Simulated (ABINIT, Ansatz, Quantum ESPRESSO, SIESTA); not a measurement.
**One structure in several programs: HfC (Fm-3m, 2 atoms in the cell)**

Self-consistent single point.

```yaml
crystal:
  lattice:
    - [0.00000, 2.32000, 2.32000]
    - [2.32000, 0.00000, 2.32000]
    - [2.32000, 2.32000, 0.00000]
  atoms:
    - { symbol: Hf, position: [0.00000, 0.00000, 0.00000] }
    - { symbol: C, position: [0.50000, 0.50000, 0.50000] }
```

All programs got the same cell, k-point mesh and kind of occupations (in Ansatz's words: kpoints.mp_grid.grid = 10 10 10; scf.occupations.method = fermi_dirac; scf.occupations.width = 0.0073 Ry); potentials, basis and cutoffs are each program's usual ones.

| code | model | pressure (GPa) | k-points | cutoff |
|---|---|---|---|---|
| Ansatz | PBE, default PAW files | 1.54 | 47 | 30.9 Ry |
| SIESTA | GGA PBE, numerical atomic orbitals DZP, PseudoDojo PBE standard norm-conserving potentials (rewritten from UPF to PSML) | 1.21 | 560 | grid 400 Ry |
| ABINIT | PBE, PAW (JTH v2.0 PBE PAW) | 1.41 | 47 | 21 Ha |
| Quantum ESPRESSO | PBE, SSSP 1.1.2 efficiency (PBE) pseudopotentials | 2.07 | 47 | 60 Ry |

The spread over the programs that give each value: pressure within 0.86 GPa.

The starting cell has typed, rounded lattice constants, without a prior relaxation at this level. On Ansatz's run: Spin-orbit coupling is off.

**Question.** Why do the programs differ, and what cannot be compared?

**Answer.** Differences of this kind can come from the potentials, where these differ, and from what each basis and cutoff leave unconverged. The valence holds different numbers of electrons (Ansatz (an electronic-structure program) 30, SIESTA 16, ABINIT 16, Quantum ESPRESSO 16). The zero of total energies and Fermi levels follows the potentials and each program's conventions, so they are not compared here. SIESTA uses small atom-centred bases, whose incompleteness enters pressures, forces and empty levels differently from a plane-wave cutoff. Ansatz's pressure is given at a fixed set of plane waves, as the other plane-wave codes print theirs; with its correction for the finite basis it is 1.78 GPa (the shift of 0.24 GPa shows how far the cutoff is from converged). Ansatz's smearing width was typed in Ry to four decimals, so it matches the others to a few per cent. The programs reduce the same mesh by symmetry to different extents, which changes the work and not the result.

Left out of this page: GPAW, Elk and FLEUR (not drawn, or without a comparable value).

Keys are those of Ansatz 0.2.
